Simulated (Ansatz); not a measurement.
Here is the system:

End structure of a constructed model of the (100) surface of fcc Cu, a pseudomorphic layer of Ru in the host's stacking (bottom of the slab: a bare face, its two planes held):

```
CELL_PARAMETERS angstrom
      2.56680     0.00000     0.00000
      0.00000     2.56680     0.00000
      0.00000     0.00000    27.50000
ATOMIC_POSITIONS crystal
  Cu 0.50000 0.50000 0.29388
  Cu 0.00000 0.00000 0.35988
  Cu 0.50000 0.50000 0.42611
  Cu 0.00000 0.00000 0.49231
  Cu 0.50000 0.50000 0.55816
  Cu 0.00000 0.00000 0.62484
  Ru 0.50000 0.50000 0.69602
```

Slab: 7 atoms, 11.3 Å thick at the start; k 15x15x1, smearing 0.1 eV, dipole-corrected; single point; on the structure that PBE left under its start's symmetry; no spin, no spin-orbit, no U. It is one candidate, not shown to be the stable structure of the face.

Q: Estimate the work function of the top face that r2SCAN, at the PBE geometry in Ansatz (a first-principles code) returns for this input.

A: 5.28 eV
